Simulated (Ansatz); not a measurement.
## SnO2: electrons 3.0×10^21 cm⁻³

Take SnO₂ in the rutile structure (space group P4_2/mnm, No. 136; a = 4.828 Å, c = 3.238 Å) as the base.

Now apply this change: electron doping at 3.0×10^21 cm⁻³ (0.226 per cell), with a uniform compensating background at fixed cell and a 300 K Fermi–Dirac width.

The values are results of PBE (Ansatz, an electronic-structure program; PAW; 420 eV plane waves; no spin-orbit coupling), not measurements. k-mesh 10×10×14 (Γ-centred); smearing 0.0259 eV (Fermi–Dirac).

```tsv
quantity	base	changed	shift
gap between the host's bands	0.68 eV	0.65 eV	-0.03 eV
gap character	direct at Γ	direct at Γ	–
Fermi level relative to the doped band's edge (positive inside the band; to 0.05 eV)	–	+2.20 eV	–
```

Carriers are added with a uniform compensating background; total energy and stress of such cells depend on the potential's zero and are not compared; many-body gap narrowing is missing at this level. Stability against distortions was not tested.
